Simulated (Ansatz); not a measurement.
# ScAl3 (I4/mmm): resistivity and electron-phonon coupling

Input:

```
CELL_PARAMETERS angstrom
     -1.99403     1.99403     4.37658
      1.99403    -1.99403     4.37658
      1.99403     1.99403    -4.37658
ATOMIC_POSITIONS crystal
  Sc 0.00000 0.00000 0.00000
  Al 0.75000 0.25000 0.50000
  Al 0.25000 0.75000 0.50000
  Al 0.50000 0.50000 0.00000
```

All values below come from PBEsol, DFPT electron-phonon coupling, linearised Boltzmann equation (plane waves, PAW, scalar-relativistic; Ansatz, a program for electronic structure). Geometry: relaxed with this functional, without spin-orbit coupling.

```yaml
resistivity at 300 K: 11.9 (x), 11.9 (y), 9.0 (z) μΩ·cm
resistivity at 77 K: 0.95 (x), 0.95 (y), 0.72 (z) μΩ·cm
electron mean free path at 300 K (weighted by the current that each state carries): 9.8 (x), 9.8 (y), 9.4 (z) nm
electron-phonon coupling λ: 0.33
transport coupling λ_tr: 0.34
logarithmic_mean_phonon_energy: 25 meV
density of states at the Fermi level: 1.04 states/(eV·spin·cell)
drude_plasma_energy: 5.6 (x), 5.6 (y), 6.5 (z) eV
```

A metal at this level (no band gap). Only scattering by harmonic phonons is included (no impurities, grain boundaries, electron-electron scattering or thermal expansion). Spin-orbit coupling is left out. The run warned that the eigensolver left some states short of its tolerance. Halving the electron mesh (20x20x20) moves the resistivity by up to 5 % at 300 K, the mean free path by up to 5 %, the coupling by up to 4 %. Smearing 0.20 eV; phonons on a 5x5x5 q mesh, which this run doesn't test and which matters most at low temperature.

Computed structure with no diffraction record at hand here (it may be known, metastable or hypothetical): ScAl3 (I4/mmm).
